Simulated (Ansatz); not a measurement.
Results of G0W0@HSE06 in Ansatz (plane waves, hard PAW, contour deformation, complete-basis limit) for BeSe (P6₃/mmc, No. 194, 4 atoms in the cell; start mp-1008524; a measured phase of this formula has another space group).

Numerical settings: largest k mesh 6×6×4 (not extrapolated in the mesh).

Cell (relaxed with PBEsol):

Space group P6₃/mmc (No. 194); a = b = 3.486 Å, c = 5.493 Å, α = β = 90.00°, γ = 120.00°

```tsv
atom	site	symmetry	x	y	z
Be	2a	-3m.	0.0000	0.0000	0.0000
Se	2c	-6m2	0.3333	0.6667	0.2500
```

Problem. What does this level give for the band gap?

Solution. 
- band gap: 1.42 eV (indirect)

Note: GW on a hybrid start was not checked against another program; the gap holds a correction of +0.32 eV to the complete basis.

Spin–orbit coupling is not included.

The computed numbers hold no vibrational or temperature effects.

Computing time: roughly 6 core-hours.

A start named mp-… is a Materials Project structure, which need not be a measured phase.

Ansatz is a quantum-chemistry and plane-wave program.
